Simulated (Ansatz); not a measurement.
# Amorphous Ta20Si7N23Cu

A CHGNet melt-quench gave the starting glass, which DFT then relaxed. N atoms were pushed apart under 1.9 Å during the dynamics, to hinder bonds among them. The hot cell started wider than the set density and was brought back towards it in steps. It is the lowest in DFT energy of 2 quenches. It is a model cell: composition and starting density were chosen by hand, and all elements were melted together. No dispersion term was used.

All values below come from PBE, scalar-relativistic without spin-orbit coupling (plane waves to 420 eV, PAW; Ansatz, a program for electronic structure). Geometry, pressure, stress and energy are those of the PBE run. Its sampling: a 2×2×2 Γ-centred mesh; Fermi-Dirac width 0.1 eV; no spin polarisation.

```json
{
 "number_of_atoms_in_the_cell": "51",
 "Density (volume relaxed, without dispersion)": "10.82 g/cm³",
 "volume_per_atom": "85.3 bohr³",
 "Pressure on a 2×2×2 Γ-centred mesh": "0.19 GPa",
 "Largest force and stress component on that mesh (the relaxation ran on one k-point at (1/4, 1/4, 1/4))": "0.38 eV/Å and 3.0 GPa",
 "Gap on a 2×2×2 Γ-centred mesh (PBE)": "within the smearing (under twice its width)"
}
```

Cut-offs for bonds: Ta-Ta 3.12 Å, Ta-Si 2.78 Å, Ta-N 2.52 Å, Ta-Cu 3.01 Å, Si-Si 2.60 Å, Si-N 2.16 Å, Si-Cu 2.67 Å, N-N 1.70 Å, N-Cu 2.44 Å, Cu-Cu 2.90 Å. Two cations that share two anions don't count as bonded, nor two that share one unless they lie closer than Ta-Ta 3.04 Å, Ta-Si 2.71 Å, Ta-Cu 2.93 Å, Si-Si 2.38 Å, Si-Cu 2.60 Å, Cu-Cu 2.82 Å.

The mean coordination of Ta by anions is 4.45 (1 with 2, 2 with 3, 5 with 4, 11 with 5, 1 with 6); 29 close contacts or bonds to cations besides, the mean coordination of Si by anions is 1.29 (2 with 0, 2 with 1, 2 with 2, 1 with 3); 25 close contacts or bonds to cations besides and the mean coordination of N comes out as 4.30 (17 with 4, 5 with 5, 1 with 6). The mean coordination of Cu by anions comes out as 1.00 (1 with 1); 4 close contacts or bonds to cations besides and the mean Ta-N bond is 2.150 Å (spread 0.094 Å, 89 counted). The mean Ta-Si close contact is 2.645 Å (spread 0.091 Å, 18 counted).

Its density started from a set value of 12.41 g/cm³. Cooling (nominally 320 K/ps over its main leg) ran many orders faster than in experiment, which tends to leave more defects and strain. One small periodic cell is one sample of the glass; other quenches scatter about these values. The volume was free in the relaxation, at fixed shape. Stress components on the final sampling reach 3.0 GPa. On a 2×2×2 Γ-centred mesh force components of up to 0.38 eV/Å stay, since the relaxation ran on one k-point at (1/4, 1/4, 1/4).
